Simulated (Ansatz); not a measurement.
The parent structure is Mg2Ge in the anti-fluorite structure (space group Fm-3m, No. 225; a = 6.286 Å). Axes: x, y, z lie along the cube axes.

Computed with Kohn–Sham DFT with the LDA functional, run in Ansatz (a program for electronic structure) with PAW and 420 eV plane waves, without spin-orbit coupling.

For the base:

| Quantity | Result |
|---|---|
| Valley order | X along ⟨100⟩ 0.10 eV; L along ⟨111⟩ 1.10 eV; Γ 1.16 eV |

Modification: biaxial strain −1.00 %, plane normal [001], relaxed out of plane (Cartesian); in-plane vectors clamped, the third vector and the atoms free.

**Question.** How does this affect the valley order?

**Answer.** The valley order (the lowest conduction-band minima on the path, energy above the VBM, named in the base's zone) changes from X along ⟨100⟩ 0.10 eV; L along ⟨111⟩ 1.10 eV; Γ 1.16 eV to X along [100] 0.04 eV; X along [001] 0.11 eV; L along [1-1-1] 1.14 eV; Γ 1.23 eV.

**Question.** Estimate the effect on the energy relative to the base.

**Answer.** The energy grows by 1.8 meV/atom.

The levels and masses belong to the bands next to the band gap. No phonon test of stability was made. The final runs are not spin-polarised.
